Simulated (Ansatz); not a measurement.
The reference is CuI in the wurtzite structure (space group P6_3mc, No. 186; a = 4.187 Å, c = 6.898 Å). Axes: x lies along a and z along c of the hexagonal cell.

One thing is altered: uniaxial strain ε_xx = +5.81 %, all other strain components held at zero, atoms relaxed at fixed cell.

Levels (all Ansatz, a quantum-chemistry and plane-wave program, PAW): PBEsol (420 eV, no spin-orbit coupling); PBEsol+SOC (420 eV, noncollinear with spin-orbit coupling).

The geometry is relaxed with PBEsol.

- PBEsol lowest conduction level above the VBM at special points: Γ 1.04 eV; Z 2.13 eV; Y 2.16 eV; T 2.33 eV
- PBEsol hole mass: 1.8 mₑ along x, 0.19 mₑ along y, 1.7 mₑ along z (at Γ)
- PBEsol width of the top valence band: 1.26 eV
- PBEsol valence-band top at Γ: 0.00, -0.08, -0.08 eV

**Question.** How does going to PBEsol+SOC change the lowest conduction level above the VBM at special points, hole mass, width of the top valence band and valence-band top at Γ?

**Answer.** The lowest conduction level above the VBM at special points goes from Γ 1.04 eV; Z 2.13 eV; Y 2.16 eV; T 2.33 eV to Γ 0.91 eV; Z 2.00 eV; Y 2.02 eV; T 2.19 eV; the hole mass changes from 1.8 mₑ along x, 0.19 mₑ along y, 1.7 mₑ along z (at Γ) to 0.66 mₑ along x, 0.19 mₑ along y, 0.50 mₑ along z (at Γ); the width of the top valence band goes up by 0.10 eV, from 1.26 eV to 1.36 eV; the valence-band top at Γ (three highest Kramers pairs, from the VBM) becomes 0.00, -0.07, -0.47 eV (PBEsol: 0.00, -0.08, -0.08 eV).

Single points use the geometry relaxed with PBEsol. Differences between runs with and without spin-orbit coupling are approximate. Spin-orbit coupling, missing from the scalar runs, can matter with I. The levels and masses belong to the bands next to the band gap. Effective masses come from finite differences of ±0.01 Å⁻¹. Whether these cells are dynamically stable was not tested. The runs without spin-orbit coupling are not spin-polarised. This is not the structure that CuI has at room temperature and ambient pressure. k-point labels follow each cell's own Brillouin zone.
